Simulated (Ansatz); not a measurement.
The reference is an 8-atom supercell of Ag in the fcc (Cu type) structure (space group Fm-3m, No. 225) at its relaxed geometry.

```
CELL_PARAMETERS angstrom
      0.00000     4.05478     4.05478
      4.05478     0.00000     4.05478
      4.05478     4.05478     0.00000
ATOMIC_POSITIONS crystal
  Ag 0.00000 0.00000 0.00000
  Ag 0.00000 0.00000 0.50000
  Ag 0.00000 0.50000 0.00000
  Ag 0.00000 0.50000 0.50000
  Ag 0.50000 0.00000 0.00000
  Ag 0.50000 0.00000 0.50000
  Ag 0.50000 0.50000 0.00000
  Ag 0.50000 0.50000 0.50000
```

Method: PBEsol (Ansatz, a quantum-chemistry and plane-wave program, PAW, no spin-orbit coupling), earlier PAW set.

One neutral defect a cell, atoms relaxed at fixed cell.

One change was made to it. Results:

```tsv
quantity	base	after
largest displacement of a host atom from its site in the perfect cell	–	0.12 Å
pressure	-0.1 GPa	14.3 GPa
```

Question: Name the change that was made.
A. Li interstitial (started 2.03 Å from the nearest host atom)
B. Ag vacancy, symmetric start
C. Zn on a Ag site
D. Ag interstitial (started 1.72 Å from the nearest host atom)
E. Co on a Ag site

Answer: A, Li interstitial (started 2.03 Å from the nearest host atom). For comparison, the pressure in the other runs: Ag interstitial (started 1.72 Å from the nearest host atom) gives 45.5 GPa; Zn on a Ag site gives -2.1 GPa; Ag vacancy, symmetric start gives -3.8 GPa; Co on a Ag site gives -4.3 GPa.

The magnetic state is the one reached from the starting moments; the real material's order can differ, and small cells can't hold many antiferromagnetic ones. In so small a cell the defect repeats every few ångströms: this is an ordered compound, not a dilute defect. Defects with a symmetric start kept the site's symmetry and may sit on a saddle; the others started slightly shaken.
